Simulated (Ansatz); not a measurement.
Structures of equal composition on the (110) surface of bcc Ta: a layer of Si in place of the second plane; a layer of Si in place of the third plane. The slabs share one bottom face, and each structure is named by its start. These are constructed structures in small cells; real faces may alloy, dewet or reconstruct in larger ones, and not all known structures of the face are among them. Slabs of about 11 Å with all that they carry, Fermi-Dirac smearing of 0.1 eV. Bottom of the slabs: a bare face, its two planes held. Relaxed from the named starts with such symmetry as they have, on meshes of like density; energies extrapolated to zero smearing; no spin-orbit coupling, no U. Spin-polarised runs, if any, are marked in brackets, and their order is one that fits the cell; the others ran without spin.

The numbers are results of PBE (plane waves to 420 eV, PAW; Ansatz, a program for electronic structure), not measurements.

Task: Order them by energy per 1x1 cell (lowest first) at the level PBE.

Result: a layer of Si in place of the third plane (0.000 eV), a layer of Si in place of the second plane (0.243 eV)
